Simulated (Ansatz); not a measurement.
Effective masses and thermopower of ZnS under load (space group I-4m2)

Input:

```xyz
2
Lattice="0.0000 2.6469 2.7644 2.6469 0.0000 2.7644 2.6469 2.6469 0.0000" Properties=species:S:1:pos:R:3 pbc="T T T"
Zn     0.0000     0.0000     0.0000
S      1.3234     1.3234     1.3822
```

Method: PBEsol with spin-orbit coupling, rigid bands (plane waves, PAW; Ansatz, a program for electronic structure). Condition of this run: uniaxial stress zz = -2 GPa (compression positive) (the target of the relaxation). Cell: cell and atoms relaxed with PBEsol, then loaded as said.

The band gap is 1.97 eV and the electron conductivity mass (300 K, dilute) comes out as 0.177 mₑ. The hole conductivity mass (300 K, dilute) is 0.64 (x), 0.64 (y), 0.80 (z) mₑ, the effective density of states N_c (300 K) is 1.9e18 cm⁻³ and the effective density of states N_v (300 K) is 2.5e19 cm⁻³. The density-of-states mass, electrons is 0.176 mₑ and the density-of-states mass, holes is 1.00 mₑ. The Seebeck coefficient, n-type 1e19 cm⁻³, 300 K comes out as -103 μV/K and the Seebeck coefficient, p-type 1e19 cm⁻³, 300 K comes out as 340 μV/K.

Rigid bands; masses and Seebeck coefficients take one relaxation time τ for all states and one kind of carrier; polarons and phonon drag are left out.
